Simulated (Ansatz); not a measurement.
Output of an Ansatz run (abridged):

```
WARN ansatz: RAYON_NUM_THREADS=1 ignored (pool sized by the plan → 1); use --threads N
Pseudopotentials: kind: paw
Pseudopotential: Mg, paw, valence charge 10
Pseudopotential: B, paw, valence charge 3
Crystal: 3 atoms, lattice volume = 29.545 Å³
Basis set: ecut = 420 eV, 563 PW (Γ), exchange–correlation on 48×48×48 points (8 copies of the dense FFT grid, shifted against one another)
Bands: 12, of which v1, the nominal top of the filled ones, is band 8 counted from 1 (7 counted from 0)
Symmetry: 24 space group operations
Space group: P6/mmm (ITA 191), of the structure as read, at distance tolerance 3.1e-5 Å
k-points: 95 of 1296
PAW frozen core: Mg, regenerated for the run's functional, and the local potential with it
PAW frozen core: B, regenerated for the run's functional, and the local potential with it
Initial density: superposition of atomic densities (neutral atoms: chi_scale 0, normalization atom), corrected by the library's trained network
Initial wavefunctions: pseudopotential atomic-orbital guess
Eigensolver: davidson
Functional: x = pbesol(κ = 0.804, μ = 0.12345679012345678), c = pbesol(β = 0.046)
SCF iter   1: F=—  HF=-2217.784053 eV  |F-HF|=—  |Δ(HF+E_count)|=         —  Δρ=3.93e-3  dr2=6.49e-3  ethr=1.77e-3  ⟨swp⟩=5.0  Hψ=6011  notcnv=0
all-band conjugate gradients solve this SCF's bands
preconditioner: auto → none
SCF iter   2: F=—  HF=-2217.783097 eV  |F-HF|=—  |Δ(HF+E_count)|=   9.56e-4  Δρ=2.33e-3  dr2=2.46e-3  ethr=4.06e-5  ⟨swp⟩=1.7  Hψ=2044  notcnv=0
SCF iter   3: F=—  HF=-2217.782321 eV  |F-HF|=—  |Δ(HF+E_count)|=   7.76e-4  Δρ=3.84e-4  dr2=3.28e-5  ethr=1.54e-5  ⟨swp⟩=2.5  Hψ=1672  notcnv=0
SCF iter   4: F=—  HF=-2217.782326 eV  |F-HF|=—  |Δ(HF+E_count)|=   5.04e-6  Δρ=1.54e-4  dr2=3.28e-6  ethr=2.05e-7  ⟨swp⟩=2.0  Hψ=1883  notcnv=0
SCF iter   5: F=—  HF=-2217.782323 eV  |F-HF|=—  |Δ(HF+E_count)|=   3.02e-6  Δρ=3.88e-5  dr2=5.65e-7  ethr=2.05e-8  ⟨swp⟩=2.0  Hψ=1520  notcnv=0
SCF iter   6: F=-2217.782323 eV  HF=-2217.782323 eV  |F-HF|=2.53e-8  |Δ(HF+E_count)|=   2.36e-7  Δρ=1.13e-5  dr2=1.53e-8  ethr=6.25e-10  ⟨swp⟩=5.0  Hψ=4817  notcnv=0
SCF 1 converged in 6 iterations: F = -2217.782323 eV  dr2 = 1.53e-8
SCF converged after 6 iterations
Free energy (F): -2217.782323 eV
Harris-Foulkes:  -2217.782323 eV  (|F-HF|=2.53e-8)
Internal energy: -2217.761464 eV  (E = F + TS)
E sigma→0 (E₀):  -2217.771894 eV
Entropy (-TS):   -0.020859 eV (-6.953 meV/atom)
Fermi energy:    8.943020 eV
--- Per-component energies (eV) ---
  E_band       = -295.399766
  E_kinetic    = 172.404312
  E_local      = -1528.938573  (includes V_loc(G=0)·N_el)
  E_nonlocal   = 118.603521
  E_hartree    = 543.786411
  E_xc         = -93.120785
  E_vxc        = -114.065583  (∫ρ·V_xc dr)
  E_paw        = -431.505021  (= ΣΔE_a)
  E_vpaw       = -30.979619  (= ΣTr[D̂ρ^β])
  E_aug_tail   = -0.000013  (compensation charges beyond the density's cutoff)
  E_ewald      = -999.079602
  E_core_change = 0.088284  (= ΣΔE_core)
  E_smearing   = -0.020859  (= −TS)
  E_closure    = -0.000000  (closes the sum)
  Σ components = -2217.782323   (vs F -2217.782323, Δ=0.00e0)
--- Forces (eV/Å), atoms counted from 1 ---
  atom   1  Mg     0.00000000     0.00000000     0.00000000
   [... zero for the other atoms too ...]
  max |Σ_I F_I| component: 7.40e-17 eV/Å
--- Stress (GPa, compression-positive) ---
       -6.449974      -0.000000       0.000000
       -0.000000      -6.449974       0.000000
        0.000000       0.000000      -4.051309
  P = ⅓ Tr σ = -5.6504 GPa (-56.504 kbar)
  The stress holds the Pulay correction. Without it, at fixed plane waves, as pw.x and ABINIT print it: P = -5.8091 GPa
--- Band table (eV; the first three rows and the last of 95) ---
  k-point 0: bands = ["-65.8197", "-32.7592", "-32.7592", "-32.7476", "-3.3232", "6.1034", "9.3207", "9.3207", "10.5964", "15.1451", "15.1451", "16.8434"]
  k-point 1: bands = ["-65.8196", "-32.7592", "-32.7592", "-32.7484", "-3.2173", "5.3045", "9.3611", "9.3611", "11.6423", "15.1823", "15.1823", "16.8358"]
  k-point 2: bands = ["-65.8196", "-32.7590", "-32.7590", "-32.7506", "-2.9156", "3.8780", "9.4667", "9.4667", "13.8037", "15.2806", "15.2806", "16.8158"]
  k-point 94: bands = ["-65.8159", "-32.7845", "-32.7845", "-32.7477", "2.6260", "2.6260", "3.8239", "7.0782", "7.0782", "12.4823", "20.3401", "20.5332"]
```

The structure:

```xyz
3
Lattice="1.5527 -2.6894 0.0000 1.5527 2.6894 0.0000 0.0000 0.0000 3.5376" Properties=species:S:1:pos:R:3 pbc="T T T"
Mg     0.0000     0.0000     0.0000
B      1.5527     0.8965     1.7688
B      1.5527    -0.8965     1.7688
```

Problem. What input produced this log?

Solution. Other spellings and defaults could give the same log, and not every line can be read from it. The input that was run (DFT, PBEsol, plane waves, default PAW files made with PBE):

Ansatz 0.2 input:
```yaml
# MgB2
crystal:
  lattice:
    - [1.552725, -2.689399, 0.000000]
    - [1.552725, 2.689399, 0.000000]
    - [0.000000, 0.000000, 3.537600]
  atoms:
    - { symbol: Mg, position_ang: [0.000000, 0.000000, 0.000000] }
    - { symbol: B, position_ang: [1.552725, 0.896466, 1.768800] }
    - { symbol: B, position_ang: [1.552725, -0.896466, 1.768800] }
basis:
  ecutwfc: 420.0
kpoints:
  mp_grid:
    grid: [12, 12, 9]
hamiltonian:
  xc: pbesol
  pseudopotentials:
    kind: paw
scf:
  occupations:
    method: fermi_dirac
    width: 0.1
output:
  forces: true
  eigenvalues: true
  stress: true
```

The starting cell has typed, rounded lattice constants, without a prior relaxation at this level. Its lattice was rescaled by up to half a per cent. With a pressure of about -6 GPa the cell is away from its equilibrium volume at this level. Ansatz's pressure includes its estimate of the finite-basis (Pulay) stress.

Ansatz is a quantum-chemistry and plane-wave program.
